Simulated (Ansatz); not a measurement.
The structure below was relaxed with PBEsol in Ansatz (plane waves to 420 eV, PAW, scalar-relativistic without spin-orbit coupling), at pressure 0.3 GPa.

```xyz
8
Lattice="5.2284 0.0000 0.0000 -2.6142 4.5279 0.0000 0.0000 0.0000 4.1906" Properties=species:S:1:pos:R:3 pbc="T T T"
Ni     2.6142     3.0831     1.0477
Ni     0.0000     1.4448     3.1430
Ni    -1.3630     3.8055     3.1430
Ni     3.9772     0.7224     1.0477
Ni     1.2512     0.7224     1.0477
Ni     1.3630     3.8055     3.1430
Sn     0.0000     3.0186     1.0477
Sn     2.6142     1.5093     3.1430
```

Find the space group and the Wyckoff positions.

Space group P6₃/mmc (No. 194); a = b = 5.228 Å, c = 4.191 Å, α = β = 90.00°, γ = 120.00°

| atom | site | symmetry | x | y | z |
|---|---|---|---|---|---|
| Ni | 6h | mm2 | 0.3191 | 0.1595 | 0.2500 |
| Sn | 2c | -6m2 | 0.3333 | 0.6667 | 0.2500 |

Load acts through the strain it causes; cell and atoms are relaxed under it. Stability against distortions was not tested. All final runs are without spin polarisation. The cell was made from Ni₃Sn (space group P6_3/mmc, No. 194; non-magnetic) by this change: pressure 0.3 GPa.

Ansatz is an electronic-structure program.
